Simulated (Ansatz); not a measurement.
Ca₂CdPd₂ (space group Immm, No. 71; a cell from a computed database, its experimental status unchecked)

```cif
data_Ca4Cd2Pd4
_chemical_formula_sum 'Ca4 Cd2 Pd4'
_space_group_name_H-M_alt 'Immm'
_space_group_IT_number 71
_space_group_name_Hall '-I 2 2'
_cell_length_a 4.44692
_cell_length_b 5.80928
_cell_length_c 8.52187
_cell_angle_alpha 90.000
_cell_angle_beta 90.000
_cell_angle_gamma 90.000
loop_
_space_group_symop_operation_xyz
  'x, y, z'
  '-x, -y, -z'
  '-x, -y, z'
  'x, y, -z'
  'x, -y, -z'
  '-x, y, z'
  '-x, y, -z'
  'x, -y, z'
  'x+1/2, y+1/2, z+1/2'
  '-x+1/2, -y+1/2, -z+1/2'
  '-x+1/2, -y+1/2, z+1/2'
  'x+1/2, y+1/2, -z+1/2'
  'x+1/2, -y+1/2, -z+1/2'
  '-x+1/2, y+1/2, z+1/2'
  '-x+1/2, y+1/2, -z+1/2'
  'x+1/2, -y+1/2, z+1/2'
loop_
_atom_site_label
_atom_site_type_symbol
_atom_site_symmetry_multiplicity
_atom_site_Wyckoff_symbol
_atom_site_fract_x
_atom_site_fract_y
_atom_site_fract_z
_atom_site_occupancy
Ca1 Ca 4 j 0.00000 0.50000 0.20139 1
Cd1 Cd 2 a 0.00000 0.00000 0.00000 1
Pd1 Pd 4 h 0.00000 0.23103 0.50000 1
```
(The calculation used a cell of 5 atoms; values per cell refer to that cell.)

Calculations: PBEsol, PAW, 420 eV (Ansatz, a quantum-chemistry and plane-wave program; no spin-orbit coupling). Settings: 13×13×13 k-points, 0.05 eV Fermi–Dirac smearing.

```yaml
volume_per_atom: 22.01 Å³
density: 6.12 g/cm³
band_gap: zero
total_energy: -5117.606 eV/atom (σ→0; compares only within this code and set-up)
```

Stability against distortions was not tested. All final runs are without spin polarisation.
